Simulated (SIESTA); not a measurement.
Worked example: self-consistent single point of In3Ge (P6_3/mmc, 8 atoms in the cell) in SIESTA.

Method: GGA PBEsol, numerical atomic orbitals TZP, PseudoDojo PBEsol standard norm-conserving potentials (rewritten from UPF to PSML) (SIESTA).

```xyz
8
Lattice="6.5654 0.0000 0.0000 -3.2827 5.6858 0.0000 0.0000 0.0000 5.2158" Properties=species:S:1:pos:R:3 pbc="T T T"
In     1.6877     0.9744     3.9118
In     1.5950     4.7114     1.3039
In     0.0000     1.9488     1.3039
In     3.2827     3.7371     3.9118
In     4.8777     0.9744     3.9118
In    -1.5950     4.7114     1.3039
Ge     3.2827     1.8953     1.3039
Ge     0.0000     3.7905     3.9118
```

Reference input (self-consistent single point, DFT, GGA PBEsol, numerical atomic orbitals TZP, PseudoDojo PBEsol standard norm-conserving potentials (rewritten from UPF to PSML)): XC.functional = GGA; XC.authors = PBEsol; potentials = PseudoDojo PBEsol standard; PAO.BasisSize = TZP; PAO.EnergyShift = 0.01 Ry; MeshCutoff = 350 Ry; kgrid.MonkhorstPack = 3 3 4; OccupationFunction = MP; OccupationMPOrder = 0; ElectronicTemperature = 200 meV; MaxSCFIterations = 150; SCF.Mixer.Method = Pulay. This run's input differs from it in these lines:

```diff
@@ -34,5 +34,5 @@
 %block kgrid.MonkhorstPack
-    3   0   0  0.0
-    0   3   0  0.0
-    0   0   4  0.0
+    5   0   0  0.0
+    0   5   0  0.0
+    0   0   5  0.0
 %endblock kgrid.MonkhorstPack
```

The program printed (abridged):

```
        iscf     Eharris(eV)        E_KS(eV)     FreeEng(eV)     dDmax    Ef(eV) dHmax(eV)
   scf:    1   -15666.325609   -15670.330223   -15670.401385  0.935277 -3.438303  3.806804
   scf:    2   -15672.382619   -15671.419163   -15671.490131  0.093261 -3.476365  2.466528
   scf:    3   -15672.659897   -15672.108924   -15672.180605  0.109733 -3.553153  1.086219
   scf:    4   -15672.274403   -15672.208291   -15672.280531  0.053635 -3.620074  0.262709
   scf:    5   -15672.211223   -15672.210347   -15672.282400  0.009749 -3.631398  0.037064
   scf:    6   -15672.210229   -15672.210322   -15672.282439  0.002393 -3.633682  0.022848
   scf:    7   -15672.210453   -15672.210416   -15672.282506  0.001636 -3.633892  0.007790
   scf:    8   -15672.210424   -15672.210421   -15672.282513  0.000229 -3.634018  0.002664
   scf:    9   -15672.210418   -15672.210420   -15672.282514  0.000150 -3.634120  0.000232
   scf:   10   -15672.210420   -15672.210420   -15672.282514  0.000004 -3.634128  0.000175
SCF Convergence by DM+H criterion
max |DM_out - DM_in|         :     0.0000039608
max |H_out - H_in|      (eV) :     0.0001754571
SCF cycle converged after 10 iterations

Using DM_out to compute the final energy and forces

siesta: E_KS(eV) =           -15672.2104

siesta: E_KS - E_eggbox =    -15672.2104

siesta: Atomic forces (eV/Ang):
     1   -0.069212   -0.039950    0.000000
     2    0.069212    0.039950    0.000000
     3    0.000008   -0.079914   -0.000000
     4   -0.000008    0.079914    0.000000
     5    0.069172   -0.039936    0.000000
     6   -0.069172    0.039936    0.000000
     7   -0.000061    0.000036    0.000000
     8    0.000061   -0.000036   -0.000000
   Tot   -0.000000    0.000000    0.000000
   Max    0.079914
   Res    0.039950    sqrt( Sum f_i^2 / 3N )
   Max    0.079914    constrained

   [... lines left out ...]
siesta: FreeEng =    -15672.282514
   [... lines left out ...]
siesta:     0.010301    0.000190   -0.000000
siesta:     0.000190    0.010521   -0.000000
siesta:    -0.000000   -0.000000    0.002704

siesta: Cell volume =        194.703967 Ang**3

siesta: Pressure (static):
siesta:                Solid            Molecule  Units
siesta:          -0.00008541         -0.00010187  Ry/Bohr**3
siesta:          -0.00784215         -0.00935296  eV/Ang**3
siesta:         -12.56451437        -14.98508681  kBar
```

The run converged in 10 iterations. Against the reference run the free energy goes down by 26.4 meV/atom, the pressure goes from -1.07 to -1.26 GPa and the largest force goes from 0.027 to 0.080 eV/Å.

The starting cell comes from a database of computed structures (which also holds hypothetical and non-ambient phases and stackings), without a prior relaxation at this level. Its lattice was rescaled by a random factor within 2.5 % of one. Values carry the incompleteness of an atom-centred basis.

Cost on one core of a shared machine: roughly 70 s.
